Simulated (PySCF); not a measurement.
PySCF 2.14.0, unrestricted PBE0/def2-svpd, df: Mo(O)2(Cl)2 anion ([O]=[Mo](=[O])([Cl])[Cl]), charge -1, multiplicity 2, 5 atoms. The geometry is a generated start, not checked to be a minimum at this level.

```json
{
  "task": "energy",
  "method": "pbe0",
  "basis": "def2-svpd",
  "two_electron_scheme": "density fitting",
  "mol.max_memory": "3000 MB",
  "mf.max_cycle": "100",
  "mf.conv_tol": "1e-09 (default)",
  "mf.grids.level": "3 (default)",
  "effective_core_potentials": "those of the basis set, past Kr",
  "basis_functions": "134",
  "grid_points": "88368"
}
```

```xyz
5

Mo     0.1522    -0.0308     0.0532
O      1.3121    -0.5937    -0.9529
O      0.5796     0.2222     1.6112
Cl    -0.5667     1.8268    -0.7428
Cl    -1.4772    -1.4245     0.0313
```

Charge -1 and multiplicity 2 are set for this test and not shown to be the ground state.

With the defaults (mf.DIIS = CDIIS, mf.diis = true, mf.diis_space = 8, mf.init_guess = minao, mf.level_shift = 0) it converges in 17 Fock builds. One run each on 2 threads, 1 BLAS thread, with these changes:
- mf.diis = false
- mf.diis_space = 3
- mf.DIIS = ADIIS
- mf.init_guess = 1e
- mf.level_shift = 0.1 Hartree
- mf.level_shift = 1 Hartree
- mf.level_shift = 0.3 Hartree
- mf.DIIS = EDIIS
- mf.diis_space = 5

Name the settings that don't reach the solution of the defaults.

No convergence: mf.DIIS = EDIIS; mf.diis = false (the run ends without SCF convergence in 100 cycles). The rest reach the solution of the defaults.

```json
[
 {"setting": "the defaults", "Fock builds": "17", "end": "same solution"},
 {"setting": "mf.level_shift = 0.1 Hartree", "Fock builds": "17", "end": "same solution"},
 {"setting": "mf.diis_space = 5", "Fock builds": "20", "end": "same solution"},
 {"setting": "mf.level_shift = 0.3 Hartree", "Fock builds": "24", "end": "same solution"},
 {"setting": "mf.DIIS = ADIIS", "Fock builds": "26", "end": "same solution"},
 {"setting": "mf.diis_space = 3", "Fock builds": "26", "end": "same solution"},
 {"setting": "mf.init_guess = 1e", "Fock builds": "46", "end": "same solution"},
 {"setting": "mf.level_shift = 1 Hartree", "Fock builds": "50", "end": "same solution"},
 {"setting": "mf.DIIS = EDIIS", "Fock builds": "101", "end": "no convergence"},
 {"setting": "mf.diis = false", "Fock builds": "101", "end": "no convergence"}
]
```
